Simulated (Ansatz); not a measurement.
Cu_Si in 4H silicon carbide (start: the Si(k) site; 96-site cell, 2×2×2 shifted sampling). Level of theory: PBE, PAW (plane waves to 420 eV; Ansatz, a first-principles code). Total energies of the localised charge states, counted from that of charge 0, and their image corrections (point charge with alignment); the host's valence-band maximum lies at 9.362 eV on the cells' energy zero and its gap is 2.23 eV.

```csv
charge,moment (μB),E − E(first) (eV),correction (eV)
0,3.0,0.000,0.000
−1,2.0,10.045,0.139
−2,1.0,20.371,0.618
```

Derive the transition levels above the valence-band maximum and say which of them are thermodynamic.

A level is the Fermi energy at which two charges have equal formation energy: ε(q/q′) = [E(q′) + corr(q′) − E(q) − corr(q)] / (q − q′) − E_VBM.
ε(0/−1) = [(10.045 + 0.139) − (0.000 + 0.000)] / 1 − 9.362 = 0.82 eV
ε(−1/−2) = [(20.371 + 0.618) − (10.045 + 0.139)] / 1 − 9.362 = 1.44 eV
Thermodynamic levels at least 0.1 eV inside the gap: (0/−1) at 0.82 eV; (−1/−2) at 1.44 eV. They hold to tenths of an eV in this cell. Charges with a result: +1, 0, −1, −2. Others weren't obtained, and one of them could lie lower, also by skipping a charge. Charge +1 has its level within 0.1 eV of a band edge or past it. Flagged in the runs: a host whose relaxation on this sampling wasn't shown to rest.
